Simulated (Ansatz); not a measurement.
Base system: Ba in the bcc (W type) structure (space group Im-3m, No. 229; a = 4.882 Å; relaxed with 0.1 eV smearing). Axes: x, y, z lie along the cube axes.

Structures relaxed with PBEsol (Ansatz, a quantum-chemistry and plane-wave program, PAW, no spin-orbit coupling).

Base:

Simulated powder pattern, Cu Kα, λ = 1.54184 Å (kinematic, ideal powder, no thermal factors, no anomalous dispersion; the 8 strongest lines at most, above 2 %, up to 2θ = 90°):

```csv
2θ (°),I/Imax (%),hkl
25.81,100,(110)
36.82,20,(200)
45.51,43,(211)
53.06,14,(220)
59.92,19,(310)
72.44,21,(321)
84.13,11,(411)
89.86,6.5,(420)
```

One thing is altered: uniaxial strain ε_zz = −2.00 %, all other strain components held at zero, atoms relaxed at fixed cell.

After the change:

Simulated powder pattern, Cu Kα, λ = 1.54184 Å (kinematic, ideal powder, no thermal factors, no anomalous dispersion; the 8 strongest lines at most, above 2 %, up to 2θ = 90°):

```
2θ (°)  d (Å)  I/Imax (%)    hkl
------  -----  ----------  -----
25.81   3.452          51  (110)
26.08   3.417         100  (101)
36.82   2.441          20  (200)
45.68   1.986          44  (211)
46.17   1.966          21  (112)
53.65   1.708          13  (202)
72.56   1.303          11  (321)
72.93   1.297          11  (312)
```

The indices refer to the base's conventional cell; one index is shown for lines that coincide. The space group is now I4/mmm (No. 139).

Whether these cells are dynamically stable was not tested.
